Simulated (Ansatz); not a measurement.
Relaxation of the outer planes of the (210) surface of fluorite-type NiSi2 in its 1x1 cell (cut with top plane 2 Si, bottom plane 2 Si), outermost plane spacing 0.61 Å in the ideal cut (one of several cuts of this face), with 2 Si a cell over the bulk's ratio.

Calculation: PBE (plane waves to 420 eV, PAW; Ansatz, a program for electronic structure).

Set-up: 26 atoms, Ni8Si18, 9.7 Å thick at the start (thin: gaps and levels are the slab's own); mesh 8x6x1; 0.1 eV smearing; dipole correction on; all atoms relaxed; held to the part of the start's symmetry that mesh and held atoms allow; no spin (magnetic order not tried), no spin-orbit, no U.

```json
[
 {"plane": "1", "atoms": "2 Si", "bulk spacing to the next (Å)": "0.609", "relaxed spacing (Å)": "…", "change (%)": "…", "rumpling (Å)": "0.00"},
 {"plane": "2", "atoms": "Ni", "bulk spacing to the next (Å)": "0.609", "relaxed spacing (Å)": "0.364", "change (%)": "-40.3", "rumpling (Å)": "0.00"}
]
```

Fill in the missing entries.


- 1, relaxed spacing (Å): 0.579
- 1, change (%): -4.8
